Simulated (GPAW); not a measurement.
A self-consistent single point of NbAu2 (P1, 3 atoms in the cell) with GPAW.

Method of the run: LDA (Perdew-Wang 92), GPAW PAW datasets LDA (gpaw-data 1.0.1) (plane waves; GPAW).

```
CELL_PARAMETERS angstrom
      4.67647     0.00000     0.00000
     -2.33824     4.04994     0.00000
      0.00000     0.00000     2.74310
ATOMIC_POSITIONS crystal
  Nb 0.00929 0.01657 0.99113
  Au 0.66379 0.32103 0.49230
  Au 0.32692 0.66241 0.51656
```

Reference input (self-consistent single point, DFT PBEsol, plane waves, GPAW PAW datasets PBEsol (made by gpaw-setup)): mode = pw; ecut = 600 eV; xc = PBEsol; kpts = 5 5 7; mesh shift (steps) = 0 0 0; occupations.name = fermi-dirac; occupations.width = 0.136 eV; nbands = -9; convergence.density = 1e-05 e/electron; convergence.energy = 1e-05 eV/electron; symmetry.symmorphic = false; symmetry.tolerance = 0.0005. This run's input differs from it in these lines:

```diff
@@ -14,3 +14,3 @@
 calc = GPAW(mode={'name': 'pw', 'ecut': 600},
-            xc='PBEsol',
+            xc='LDA',
             kpts=(5, 5, 7),
```

Its files differ too (potentials: GPAW PAW datasets LDA (gpaw-data 1.0.1)).

Log, with long lists cut:

```
     iter     time        total  log10-change:
                         energy   eigst   dens
iter:   1 --:--:--   -23.014171
iter:   2 --:--:--   -22.576945   -1.44  -1.15
iter:   3 --:--:--   -21.236904   -0.71  -1.18
iter:   4 --:--:--   -20.896265   -2.11  -1.76
iter:   5 --:--:--   -20.807371   -1.91  -1.73
   [... 2 lines left out ...]
iter:   8 --:--:--   -20.756403   -4.22  -2.77
iter:   9 --:--:--   -20.752630   -3.89  -2.70
iter:  10 --:--:--   -20.752382   -4.55  -2.83
iter:  11 --:--:--   -20.752246   -4.87  -3.01
iter:  12 --:--:--   -20.752277c  -5.08  -3.12
iter:  13 --:--:--   -20.752092c  -5.78  -3.36
iter:  14 --:--:--   -20.752094c  -6.89  -3.61
iter:  15 --:--:--   -20.752028c  -5.58  -3.66
iter:  16 --:--:--   -20.752020c  -6.99  -3.86
iter:  17 --:--:--   -20.752021c  -6.88  -3.88
iter:  18 --:--:--   -20.752027c  -7.56c -4.00
iter:  19 --:--:--   -20.752024c  -6.58  -4.02
iter:  20 --:--:--   -20.752022c  -7.33  -4.25
iter:  21 --:--:--   -20.752017c  -7.85c -4.74
iter:  22 --:--:--   -20.752016c  -9.14c -4.96
iter:  23 --:--:--   -20.752017c  -8.54c -5.00c
Converged after 23 iterations.

Dipole moment: (-0.133875, -1.799529, 0.486267) |e|*Ang

Energy contributions relative to reference atoms: (reference = -1136422.675929)

Kinetic:        -33.972383
Potential:      +24.145791
External:        +0.000000
XC:             -11.243430
Entropy (-ST):   -0.066953
Local:           +0.351481
SIC:             +0.000000
--------------------------
Free energy:    -20.785494
Extrapolated:   -20.752017

Showing only first 2 kpts
 Kpt  Band  Eigenvalues  Occupancy
  0    15      8.48452    2.00000
  0    16      8.75092    2.00000
  0    17      8.83137    2.00000
  0    18     13.52268    0.00000

  1    15      9.35743    1.99999
  1    16      9.63380    1.99989
  1    17      9.70956    1.99980
  1    18     12.70525    0.00001

Fermi level: 10.96430

No gap
No difference between direct/indirect transitions
Energy (eV): -20.752017

Forces in eV/Ang:
  0 Nb   -0.01415   -0.50129    0.10291
  1 Au   -0.31354    0.54270    0.01659
  2 Au    0.32767   -0.04161   -0.11965

Stress tensor:
     0.054974    -0.006620    -0.000072
    -0.006620     0.039522     0.001290
    -0.000072     0.001290     0.044593
Stress (GPa, Voigt): [ 8.8078  6.3321  7.1447  0.2068 -0.0116 -1.0606]
```

The run converged in 23 iterations. GPAW prints stress with tension positive. Against the reference run the pressure goes from -3.29 to -7.43 GPa and the largest force goes from 0.666 to 0.627 eV/Å.

The starting cell comes from a database of computed structures (which also holds hypothetical and non-ambient phases and stackings), without a prior relaxation at this level. Its atoms were displaced at random from the sites of space group no. 191. Spin polarisation is off. With a pressure of about -7 GPa the cell is away from its equilibrium volume at this level.

Cost on one core of a shared machine: roughly 70 s.
